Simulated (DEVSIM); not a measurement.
Device: Schottky contact on n-type Si, at 350 K.

Layer 1 from the left is Si, thickness (μm) 15.0, Nd (cm⁻³) 2.9e15, τn (s) 8.7e-7, τp (s) 8.7e-7.

Left contact: Schottky, work function 4.74 eV, emission velocity 4.2e6 cm/s. Right contact: ohmic. Voltage is applied to the left contact. Recombination: SRH at mid-gap. Mobility is μmin + (μ − μmin)/(1 + (N/Nref)^α).

Constants are typed, rounded textbook-type inputs, not results; the design itself was drawn at random and stands for no fabricated device. Values at 300 K; Nc and Nv go as T^1.5, mobilities as T to minus their exponent, the gap by Varshni's rule with the affinity fixed.

Si: gap (eV) 1.124, affinity (eV) 4.05, permittivity 11.7, Nc (cm⁻³) 2.86e19, Nv (cm⁻³) 3.1e19, μn (cm²/Vs) 1417, μp (cm²/Vs) 470, μn,min 52, μp,min 45, Nref,n 9.7e16, Nref,p 2.2e17, αn 0.68, αp 0.72, T exponent of μn 2.3, T exponent of μp 2.2, Varshni α (eV/K) 0.000473, Varshni β (K) 636.

### Question
Estimate by hand the built-in potential, the peak field at zero bias, the capacitance at -6 V, and compare with a numerical solution.

### Answer

- Built-in potential: barrier φB = 0.690 eV; Vbi = φB − kT/q ln(N_band/N) = 0.406 V; numerical 0.406 V.
- Peak field at zero bias: depletion approximation: W = √(2εVbi/(qN)) = 0.425 μm with N = 2.90e15 cm⁻³; field = 2Vbi/W = 19100 V/cm; numerical 18300 V/cm (estimate above by 4.0 %).
- Capacitance at -6 V: C = √(qεN / 2(Vbi + |V|)) = 6.13 nF/cm²; numerical 6.14 nF/cm².

DEVSIM, 1D drift-diffusion, Boltzmann statistics, complete ionisation; no tunnelling, impact ionisation, image-force lowering or self-heating. Metal contacts follow the ideal Schottky-Mott rule: no Fermi-level pinning, no interface dipoles.
